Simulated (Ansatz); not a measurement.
TiAl3 (I4/mmm, No. 139) was calculated with rVV10 (Ansatz, a program for electronic structure, plane waves, PAW).

Numerical settings: plane-wave cutoff 520 eV, 20×20×20 k mesh, Fermi–Dirac smearing 0.05 eV, no spin polarisation, scalar-relativistic PAW data made under PBE.

A third-order Birch–Murnaghan fit to the energies gives V0 = 15.833 Å³/atom, B0 = 108 GPa, B′ = 4.2.

| V (Å³/atom) | P (GPa) |
|---|---|
| 15.201 | 4.79 |
| 15.517 | … |
| 15.834 | 0.00 |
| 16.151 | … |
| 16.467 | -3.91 |

Estimate the withheld pressures from this fit; the answers are the runs' own values.


- 15.517, P (GPa): 2.27
- 16.151, P (GPa): -2.06

The formula P = (3/2) B0 (x^(7/3) − x^(5/3)) [1 + (3/4)(B′ − 4)(x^(2/3) − 1)] with x = V0/V meets the computed pressures within 0.01 GPa when these rounded values are put in.

Shape and atoms are relaxed at each volume.

Measured, for comparison: equilibrium volume per atom 15.93 Å³/atom (temperature not stated, not corrected to a static lattice; as tabulated in P. Norby and A. Norlund Christensen, Acta Chemica Scandinavica A40, 157 (1986)). Computed less measured: equilibrium volume per atom -0.6 %. A static lattice is as a rule a little smaller and stiffer than an uncorrected measurement, which can account for part of this in the equilibrium volume per atom.

The computed numbers hold no vibrational or temperature effects.
